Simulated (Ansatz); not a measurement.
Start from NaLaO2 (space group R-3m, No. 166; a model cell, its experimental status unchecked).

```xyz
4
Lattice="1.8230 1.0525 5.5269 -1.8230 1.0525 5.5269 0.0000 -2.1050 5.5269" Properties=species:S:1:pos:R:3 pbc="T T T"
La     0.0000     0.0000     0.0000
Na     0.0000     0.0000     8.2904
O      0.0000     0.0000     4.3276
O      0.0000     0.0000    12.2532
```

Cartesian axes are those of the cell as printed.

Calculations: PBEsol, PAW, 420 eV (Ansatz, a first-principles code; scalar-relativistic without spin-orbit coupling).

Before the change:

- Electron mass: 0.50 mₑ along c, 0.43 mₑ across (at Γ)
- Band gap: 3.92 eV

Perturbation: uniaxial strain ε_yy = +4.29 %, all other strain components held at zero; the atoms relax in the strained cell.

Q: Estimate the effect on the electron mass, energy relative to the base, stress and band gap.

A: The electron mass changes from 0.50 mₑ along c, 0.43 mₑ across (at Γ) to 0.49 mₑ along z, 0.43 mₑ across (at Γ); the energy rises by 16 meV/atom; the stress (xx, yy, zz, yz, xz, xy; compression positive) comes out as (-2.43, -7.35, -1.12, -0.80, 0.00, 0.00) GPa; the band gap falls by 0.26 eV, from 3.92 eV to 3.66 eV.

Masses are band curvatures over ±0.01 Å⁻¹ around the edge. Gaps are Kohn–Sham eigenvalue differences; semilocal functionals usually give less than the measured gap. Whether these cells are dynamically stable was not tested.
